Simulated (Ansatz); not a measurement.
System: AlB2-type TmSi2 (cell taken from a computed entry). Method: r²SCAN in Ansatz (PAW).

Settings: plane-wave cutoff 500 eV, 12×12×10 k mesh (along the axes of the cell as run), Fermi–Dirac smearing 0.05 eV, spin-polarised start, scalar-relativistic PAW data made under PBE.

Computed at the level's own relaxed cell.

Problem. Estimate the equilibrium volume per atom, lattice constant a and lattice parameter c that the calculation returns.

Solution. 
equilibrium volume per atom: 18.55 Å³/atom
lattice constant a: 4.040 Å
lattice parameter c: 3.937 Å

Note: the magnetic order was assumed, not searched for or taken from measurement; the relaxation could not lower the start's symmetry, so the cell can be a saddle point above a distorted one; the 4f shell is treated without U or exact exchange, so its levels and filling can be wrong.

Spin–orbit coupling is not included.

Static lattice: no zero-point or thermal effects.

Ansatz is an electronic-structure program.
